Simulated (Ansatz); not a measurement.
The reference is MoSi2 (space group Fddd, No. 70; a = 4.6074 Å, b = 8.0567 Å, c = 8.7621 Å; a hypothetical phase, not in the database extracts checked).

(Cell as relaxed with PBE.)

Levels (all Ansatz, a quantum-chemistry and plane-wave program, PAW): PBE (420 eV, no spin-orbit coupling); PBEsol (420 eV, without spin-orbit coupling).

Each level relaxes its own structure.

| base | PBE | PBEsol |
|---|---|---|
| volume per atom | 13.55 Å³ | 13.23 Å³ |
| band gap | zero | zero |

One thing is altered: a hydrostatic pressure of 1.5 GPa.

| quantity | PBE | PBEsol |
|---|---|---|
| shortest interatomic distance | 2.547 Å | 2.536 Å |
| band gap | zero | zero |

PBE's shortest interatomic distance lies 0.0116 Å above PBEsol's (0.5 %); the two agree on the band gap. Neither level is exact; PBEsol is the comparison here, not a measurement.

Load acts through the strain it causes; cell and atoms are relaxed under it. No phonon test of stability was made. The final runs are not spin-polarised.
